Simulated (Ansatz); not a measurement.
## How the equilibrium lattice constant a of HgTe (model structure, started from the PtS type, P4₂/mmc, No. 131, 4 atoms in the cell) moves with the method

No measured value is used here.

```json
[
 {"level (code)": "PBE (Ansatz)", "value (Å)": "4.426"},
 {"level (code)": "PBEsol (Ansatz)", "value (Å)": "4.252"},
 {"level (code)": "PBE-D3(BJ) (Ansatz)", "value (Å)": "4.241"}
]
```

Density-functional levels without +SOC have no spin–orbit coupling. Ansatz's density-functional and Hartree–Fock values are scalar-relativistic unless marked +SOC, with PAW data made under PBE.

A model structure was made by putting elements into a prototype or built by hand; it is no filed structure, need not be a known phase, and can be a saddle point held by its symmetry.

Ansatz is a program for electronic structure.
